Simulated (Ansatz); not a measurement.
BaTaO3 (model structure, within 0.1 Å of Pm-3m, No. 221, 5 atoms in the cell), treated with r²SCAN (Ansatz, an electronic-structure program, PAW).

Run with plane-wave cutoff 560 eV, 14×14×12 k mesh (along the axes of the cell as run), Fermi–Dirac smearing 0.05 eV, scalar-relativistic PAW data made under PBE.

Cell (relaxed at this level):

```
CELL_PARAMETERS angstrom
      4.09335     0.00000     0.00000
      0.00000     4.09335     0.00000
      0.00000     0.00000     4.08825
ATOMIC_POSITIONS crystal
  Ta 0.50000 0.50000 0.53804
  Ba 0.00000 0.00000 0.03803
  O  0.00000 0.50000 0.53804
  O  0.50000 0.00000 0.53804
  O  0.50000 0.50000 0.03805
```

### Question
Give the computed bulk modulus.

### Answer

* **bulk modulus**: 195 GPa

The run finds no gap.

Note: the bulk modulus is −V dP/dV from two relaxed cells at ±2 % in volume.

Spin–orbit coupling is not included; it can open a gap where bands touch, and shift volumes and moduli.

The computed numbers hold no vibrational or temperature effects.

Cost on a shared machine: around 20 core-minutes (rough).

A model structure was made by putting elements into a prototype or built by hand; it is no filed structure, need not be a known phase, and can be a saddle point held by its symmetry.
